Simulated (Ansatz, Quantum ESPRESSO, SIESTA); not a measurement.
## One structure in several programs: Li3In (P1, 4 atoms in the cell)

Self-consistent single point, at a second geometry (atoms moved at random). First geometry:

```xyz
4
Lattice="-2.0807 2.0807 4.2281 2.0807 -2.0807 4.2281 2.0807 2.0807 -4.2281" Properties=species:S:1:pos:R:3 pbc="T T T"
Li     0.0000     2.0807     2.1140
Li     2.0807     0.0000     2.1140
Li     0.0000     0.0000     4.2281
In     0.0000     0.0000     0.0000
```

Second geometry:
```
Li3In
1.0
   -2.08073     2.08073     4.22808
    2.08073    -2.08073     4.22808
    2.08073     2.08073    -4.22808
Li In
3 1
Direct
  0.75373   0.26360   0.51317
  0.23446   0.73951   0.47366
  0.51957   0.51075   0.02780
  0.99224   0.98614   0.98538
```

Shared settings, as Ansatz (a program for electronic structure) writes them: kpoints.mp_grid.grid = 11 11 11; scf.occupations.method = gaussian; scf.occupations.width = 0.2 eV. Potentials and cutoffs stand in the table.

| code | model | ΔF from the first geometry (meV/atom) | pressure (GPa) | largest force (eV/Å) | cutoff |
|---|---|---|---|---|---|
| Quantum ESPRESSO | LDA (PZ), GBRV 1.5 ultrasoft (LDA) pseudopotentials | 6.9 | -2.30 | 0.251 | 40 Ry |
| SIESTA | LDA PW92, numerical atomic orbitals TZP, PseudoDojo LDA standard norm-conserving potentials (rewritten from UPF to PSML) | 7.4 | -1.80 | 0.271 | grid 350 Ry |
| Ansatz | LDA (PW92), PAW files made with PBE | 6.9 | -1.90 | 0.251 | default |

Size of the force on each atom (eV/Å): Sizes of forces hide their directions.

| code | Li1 | Li2 | Li3 | In4 |
|---|---|---|---|---|
| Quantum ESPRESSO | 0.165 | 0.192 | 0.251 | 0.215 |
| SIESTA | 0.173 | 0.207 | 0.271 | 0.226 |
| Ansatz | 0.165 | 0.192 | 0.251 | 0.215 |

The spread over the programs that give each value: ΔF from the first geometry within 0.5 meV/atom; pressure within 0.50 GPa; largest force within 0.020 eV/Å.

SIESTA uses small atom-centred bases, whose incompleteness enters pressures, forces and empty levels differently from a plane-wave cutoff. Ansatz's pressure is given at a fixed set of plane waves, as the other plane-wave codes print theirs. The same LDA comes in different parametrisations, which differ slightly.

The starting cell comes from a database of computed structures (which also holds hypothetical and non-ambient phases and stackings), without a prior relaxation at this level. For this run, on top of that: atoms moved at random.

Keys are those of Ansatz 0.2.
